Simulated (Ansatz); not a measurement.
Consider CdSe in the zinc blende structure (space group F-43m, No. 216).

```yaml
crystal:
  lattice:
    - [0.00000, 3.00374, 3.00374]
    - [3.00374, 0.00000, 3.00374]
    - [3.00374, 3.00374, 0.00000]
  atoms:
    - { symbol: Cd, position: [0.00000, 0.00000, 0.00000] }
    - { symbol: Se, position: [0.25000, 0.25000, 0.25000] }
```

Cartesian axes are those of the cell as printed.

All numbers come from plane-wave PAW DFT at the LDA level (Ansatz, an electronic-structure program, 420 eV), no spin-orbit coupling.

Strains are applied to the cell and any free atomic positions relax; under biaxial strain the out-of-plane vector relaxes too.

One change was made to it. Results:

```json
[
 {"quantity": "valence-band top at Γ (three highest levels, from the VBM)", "base": "0.00, 0.00, 0.00 eV", "after": "0.00, 0.00, -0.13 eV"},
 {"quantity": "energy relative to the base (free energy F)", "base": "0 meV/atom", "after": "+1.8 meV/atom"}
]
```

Problem. Which change produced these results?
(A) biaxial strain −1.50 %, plane normal [001], relaxed out of plane
(B) biaxial strain −3.00 %, plane normal [001], relaxed out of plane
(C) biaxial strain −2.50 %, plane normal [001], relaxed out of plane
(D) biaxial strain +0.50 %, plane normal [001], relaxed out of plane
(E) biaxial strain −2.00 %, plane normal [001], relaxed out of plane

Solution. A, biaxial strain −1.50 %, plane normal [001], relaxed out of plane. For comparison, the valence-band top at Γ in the other runs: biaxial strain −3.00 %, plane normal [001], relaxed out of plane gives 0.00, 0.00, -0.28 eV; biaxial strain −2.00 %, plane normal [001], relaxed out of plane gives 0.00, 0.00, -0.18 eV; biaxial strain −2.50 %, plane normal [001], relaxed out of plane gives 0.00, 0.00, -0.23 eV; biaxial strain +0.50 %, plane normal [001], relaxed out of plane gives 0.00, -0.04, -0.04 eV.

The levels and masses belong to the bands next to the band gap. Stability against distortions was not tested.
